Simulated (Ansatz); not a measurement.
# Effect of uniaxial strain ε_zz = +1.50 % on HfN

The reference is HfN in the rock salt structure (space group Fm-3m, No. 225; a = 4.526 Å; relaxed with 0.1 eV smearing). Axes: x, y, z lie along the cube axes.

One thing is altered: uniaxial strain ε_zz = +1.50 %, all other strain components held at zero; the atoms relax in the strained cell.

Method: r2SCAN in Ansatz (plane waves to 500 eV, PAW, without spin-orbit coupling). k-mesh 22×22×22 (Γ-centred); smearing 0.1 eV (Fermi–Dirac).

```tsv
quantity	base	changed	shift
volume per atom	11.59 Å³	11.76 Å³	+0.17 Å³
space group	Fm-3m (No. 225)	I4/mmm (No. 139)	–
shortest interatomic distance	2.263 Å	2.263 Å	0.000 Å
energy relative to the base (free energy F)	0 meV/atom	+4.7 meV/atom	+4.7 meV/atom
pressure (mean of the normal stresses, compression positive)	0.0 GPa	-3.9 GPa	-3.9 GPa
band gap	zero	zero	–
stress (xx, yy, zz, yz, xz, xy; compression positive)	–	(-1.7, -1.7, -8.3, 0.0, 0.0, 0.0) GPa	–
```

Final structure:

```
HfN
1.0
    0.00000     2.26285     2.29679
    2.26285     0.00000     2.29679
    2.26285     2.26285     0.00000
Hf N
1 1
Direct
  0.00000   0.00000   0.00000
  0.50000   0.50000   0.50000
```

Whether these cells are dynamically stable was not tested. The final runs are not spin-polarised. An odd electron count without spin: HfN.

Ansatz is a first-principles code.
